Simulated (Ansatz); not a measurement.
Consider N vacancy in wurtzite AlN, charge state +1. Computed with PBE, PAW (plane waves to 420 eV; Ansatz, an electronic-structure program).

Cell of 72 host sites held at the relaxed PBE lattice; the Γ point alone; Fermi-Dirac width 0.01 eV, spin-restricted; finite-size errors left in. Energies are static. The charge state is imposed; whether it is stable for some Fermi level was not computed. Forms of the defect that were not tried may lie lower.

Barriers: single points on a 2×2×2 k-point mesh shifted by half a step along c at the bands' geometries (they differ from the bands' own by up to 0.47 eV, and are uncertain by about as much).

Relaxed starting cell (atoms counted from 1):

```yaml
crystal:
  lattice:
    - [9.39076, 0.00000, 0.00000]
    - [-4.69538, 8.13264, 0.00000]
    - [0.00000, 0.00000, 10.03632]
  atoms:
    - { symbol: Al, position: [0.22212, 0.11124, 0.23721] }
    - { symbol: Al, position: [0.22213, 0.11124, 0.74985] }
    - { symbol: Al, position: [0.22295, 0.44567, 0.24791] }
    - { symbol: Al, position: [0.22283, 0.44555, 0.74917] }
    - { symbol: Al, position: [0.22296, 0.77763, 0.24791] }
    - { symbol: Al, position: [0.22283, 0.77766, 0.74916] }
    - { symbol: Al, position: [0.55575, 0.11041, 0.24790] }
    - { symbol: Al, position: [0.55571, 0.11052, 0.74916] }
    - { symbol: Al, position: [0.55575, 0.44567, 0.24792] }
    - { symbol: Al, position: [0.55572, 0.44554, 0.74917] }
    - { symbol: Al, position: [0.55546, 0.77790, 0.24832] }
    - { symbol: Al, position: [0.55546, 0.77789, 0.74915] }
    - { symbol: Al, position: [0.88770, 0.11042, 0.24791] }
    - { symbol: Al, position: [0.88781, 0.11052, 0.74916] }
    - { symbol: Al, position: [0.88881, 0.44457, 0.24835] }
    - { symbol: Al, position: [0.88879, 0.44457, 0.74938] }
    - { symbol: Al, position: [0.88770, 0.77762, 0.24792] }
    - { symbol: Al, position: [0.88783, 0.77765, 0.74918] }
    - { symbol: Al, position: [0.10822, 0.22511, 0.50052] }
    - { symbol: Al, position: [0.11050, 0.22286, 0.99761] }
    - { symbol: Al, position: [0.11006, 0.55520, 0.49939] }
    - { symbol: Al, position: [0.11072, 0.55553, 0.99874] }
    - { symbol: Al, position: [0.10828, 0.88353, 0.50050] }
    - { symbol: Al, position: [0.11050, 0.88798, 0.99762] }
    - { symbol: Al, position: [0.44989, 0.22509, 0.50052] }
    - { symbol: Al, position: [0.44538, 0.22286, 0.99761] }
    - { symbol: Al, position: [0.44480, 0.55660, 0.49946] }
    - { symbol: Al, position: [0.44448, 0.55592, 0.99852] }
    - { symbol: Al, position: [0.44481, 0.88855, 0.49946] }
    - { symbol: Al, position: [0.44447, 0.88888, 0.99849] }
    - { symbol: Al, position: [0.77815, 0.22329, 0.49940] }
    - { symbol: Al, position: [0.77783, 0.22264, 0.99874] }
    - { symbol: Al, position: [0.77816, 0.55522, 0.49940] }
    - { symbol: Al, position: [0.77783, 0.55553, 0.99874] }
    - { symbol: Al, position: [0.77674, 0.88855, 0.49946] }
    - { symbol: Al, position: [0.77743, 0.88888, 0.99853] }
    - { symbol: N, position: [0.22213, 0.11124, 0.94128] }
    - { symbol: N, position: [0.22294, 0.44416, 0.43955] }
    - { symbol: N, position: [0.22190, 0.44431, 0.94012] }
    - { symbol: N, position: [0.22295, 0.77912, 0.43955] }
    - { symbol: N, position: [0.22189, 0.77792, 0.94012] }
    - { symbol: N, position: [0.55425, 0.11041, 0.43953] }
    - { symbol: N, position: [0.55544, 0.11147, 0.94011] }
    - { symbol: N, position: [0.55423, 0.44415, 0.43955] }
    - { symbol: N, position: [0.55544, 0.44431, 0.94013] }
    - { symbol: N, position: [0.55545, 0.77789, 0.43990] }
    - { symbol: N, position: [0.55546, 0.77790, 0.94002] }
    - { symbol: N, position: [0.88918, 0.11041, 0.43955] }
    - { symbol: N, position: [0.88905, 0.11147, 0.94012] }
    - { symbol: N, position: [0.88878, 0.44456, 0.44003] }
    - { symbol: N, position: [0.88879, 0.44456, 0.94027] }
    - { symbol: N, position: [0.88920, 0.77913, 0.43956] }
    - { symbol: N, position: [0.88905, 0.77792, 0.94014] }
    - { symbol: N, position: [0.11097, 0.22240, 0.19089] }
    - { symbol: N, position: [0.11151, 0.22185, 0.68947] }
    - { symbol: N, position: [0.11108, 0.55572, 0.19027] }
    - { symbol: N, position: [0.11104, 0.55570, 0.68987] }
    - { symbol: N, position: [0.11097, 0.88891, 0.19090] }
    - { symbol: N, position: [0.11151, 0.89002, 0.68947] }
    - { symbol: N, position: [0.44446, 0.22240, 0.19090] }
    - { symbol: N, position: [0.44335, 0.22185, 0.68947] }
    - { symbol: N, position: [0.44436, 0.55569, 0.18985] }
    - { symbol: N, position: [0.44436, 0.55571, 0.69011] }
    - { symbol: N, position: [0.44436, 0.88900, 0.18983] }
    - { symbol: N, position: [0.44436, 0.88899, 0.69011] }
    - { symbol: N, position: [0.77766, 0.22229, 0.19027] }
    - { symbol: N, position: [0.77766, 0.22232, 0.68987] }
    - { symbol: N, position: [0.77766, 0.55571, 0.19027] }
    - { symbol: N, position: [0.77767, 0.55570, 0.68988] }
    - { symbol: N, position: [0.77767, 0.88901, 0.18985] }
    - { symbol: N, position: [0.77765, 0.88900, 0.69010] }
```
Cell charge +1.

End state 1 differs by these moves (Å; atoms that move under 0.08 Å are left out):

```csv
atom,element,Δx,Δy,Δz
1,Al,0.00,0.01,0.11
5,Al,-0.01,0.00,-0.11
40,N,-1.56,2.70,0.00
```

Problem. What forward and backward barriers to end state 1 does PBE, PAW give?

Solution. forward 4.33 eV, backward 4.33 eV; at the saddle point atom 40 has neighbours Al at 1.78, Al at 2.16, Al at 2.17, 2 Al at 2.25 Å. The saddle point's order was not checked, and it lies on a symmetry element of the cell, where a band can be held.

End state 2 differs by these moves (Å; atoms that move under 0.08 Å are left out):

| atom | element | Δx | Δy | Δz |
|---|---|---|---|---|
| 1 | Al | -0.01 | 0.00 | 0.10 |
| 25 | Al | -0.04 | -0.02 | -0.13 |
| 61 | N | -1.56 | -0.90 | -2.50 |

Problem. Predict the forward and backward barriers to end state 2 from PBE, PAW.

Solution. forward 4.45 eV, backward 4.45 eV; at the saddle point atom 61 has neighbours Al at 1.76, Al at 1.85 Å. The saddle point's order was not checked, and it lies on a symmetry element of the cell, where a band can be held.
